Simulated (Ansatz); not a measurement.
Base system: BaTiO3 in the cubic perovskite structure (space group Pm-3m, No. 221; a = 3.970 Å). Axes: x, y, z lie along the cube axes.

Calculations: Ansatz (an electronic-structure program) PBEsol, spin-orbit coupling left out.

Now apply this change: tensor shear ε_xy = +1.33 % (engineering shear γ = 0.0266), atoms relaxed at fixed cell.

**Question.** Predict the stress tensor and what it implies for the stiffness.

**Answer.** Stress of the strained cell less that of the base (GPa, compression positive):
```
   0.09   -3.35    0.00
  -3.35    0.09    0.00
   0.00    0.00    0.04
```

Then −Δσ/γ with γ = 2ε = 0.0266 gives secant stiffness values (nonlinear terms included at this strain): C66 ≈ 126 GPa.

Stability against distortions was not tested. The final runs are not spin-polarised. Many cubic perovskites are stable only at high temperature; tilts and polar distortions were not tested. This is not the structure that BaTiO3 has at room temperature and ambient pressure.
